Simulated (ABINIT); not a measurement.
Worked example: self-consistent single point of K2InSbBr6 (Fm-3m, 10 atoms in the cell) in ABINIT.

Method: PBEsol, norm-conserving pseudopotentials (PseudoDojo nc-sr-04 PBEsol standard) (plane waves; ABINIT).

```
K2InSbBr6
1.0
    0.00000     5.86144     5.86144
    5.86144     0.00000     5.86144
    5.86144     5.86144     0.00000
K In Sb Br
2 1 1 6
Direct
  0.75000   0.75000   0.75000
  0.25000   0.25000   0.25000
  0.50000   0.50000   0.50000
  0.00000   0.00000   0.00000
  0.75909   0.24091   0.24091
  0.24091   0.75909   0.75909
  0.24091   0.75909   0.24091
  0.75909   0.24091   0.75909
  0.24091   0.24091   0.75909
  0.75909   0.75909   0.24091
```

Reference input (self-consistent single point, DFT, PBEsol, plane waves, norm-conserving pseudopotentials (PseudoDojo nc-sr-04 PBEsol standard)): pseudos = [K.upf, In.upf, Sb.upf, Br.upf]; ecut = 1088 eV; occopt = 1; ngkpt = 4 4 4; nshiftk = 1; shiftk = 0 0 0; potentials = PseudoDojo nc-sr-04 PBEsol standard; nband = 47; kptopt = 1; nstep = 100; tolvrs = 1e-10; diemac = 12. This run's input differs from it in these lines:

```diff
@@ -28,3 +28,3 @@
 kptopt 1
-ngkpt 4 4 4
+ngkpt 2 2 2
 nshiftk 1
```

Output, abridged:

```
--- !BeginCycle
solver: {iscf: 7, nstep: 100, nline: 4, wfoptalg: 0, }
tolerances: {tolvrs: 1.00E-10, }
...

     iter   Etot(hartree)      deltaE(h)  residm     vres2
 ETOT  1  -301.47634467223    -3.015E+02 8.142E-01 3.726E+04
 ETOT  2  -306.73873229480    -5.262E+00 1.422E-01 7.999E+04
 ETOT  3  -311.15487165161    -4.416E+00 7.521E-02 7.101E+03
 ETOT  4  -311.43925272549    -2.844E-01 3.710E-03 4.452E+03
 ETOT  5  -311.61795327992    -1.787E-01 8.832E-03 1.887E+03
   [... 12 lines left out ...]
 ETOT 18  -311.71391167190    -9.209E-12 1.684E-06 2.947E-09
 ETOT 19  -311.71391167191    -4.775E-12 1.294E-06 5.446E-10
 ETOT 20  -311.71391167191    -8.583E-12 5.127E-07 1.371E-10
 ETOT 21  -311.71391167190     1.251E-11 5.858E-07 4.666E-11
 At SCF step   21       vres2   =  4.67E-11 < tolvrs=  1.00E-10 =>converged.

 Cartesian components of stress tensor (hartree/bohr^3)
  sigma(1 1)=  2.50467379E-05  sigma(3 2)=  0.00000000E+00
  sigma(2 2)=  2.50467379E-05  sigma(3 1)=  0.00000000E+00
  sigma(3 3)=  2.50467379E-05  sigma(2 1)=  0.00000000E+00

 ----iterations are completed or convergence reached----

 reduced coordinates (array xred) for   10 atoms
       0.750000002177      0.750000002177      0.750000002177
       0.250000002177      0.250000002177      0.250000002177
       0.500000002177      0.500000002177      0.500000002177
       0.000000002177      0.000000002177      0.000000002177
       0.759090003305      0.240910001049      0.240910001049
       0.240910001049      0.759090003305      0.759090003305
   [... lines left out ...]
 Fermi (or HOMO) energy (hartree) =   0.07790   Average Vxc (hartree)=  -0.27415
 Fermi (or HOMO) energy (eV) =   2.11979   Average Vxc (eV)=  -7.46011
   [... lines left out ...]
total_energy        : -3.11713911671902E+02
total_energy_eV     : -8.48216690500626E+03
band_energy         : -3.38103402147541E+01
...

-Cartesian components of stress tensor (GPa)         [Pressure= -7.3690E-01 GPa]
- sigma(1 1)=  7.36900348E-01  sigma(3 2)=  0.00000000E+00
- sigma(2 2)=  7.36900348E-01  sigma(3 1)=  0.00000000E+00
- sigma(3 3)=  7.36900348E-01  sigma(2 1)=  0.00000000E+00

 Calculation completed.
```

The run converged in 21 iterations. Against the reference run the free energy goes up by 24.0 meV/atom, the pressure goes from -1.10 to -0.74 GPa, the largest force goes from 0.057 to 0.219 eV/Å and the gap on the mesh goes from 0.207 to 0.175 eV.

The starting cell comes from a database of computed structures (which also holds hypothetical and non-ambient phases and stackings), without a prior relaxation at this level. Spin-orbit coupling is off.

Cost on one core of a shared machine: roughly 6 min.
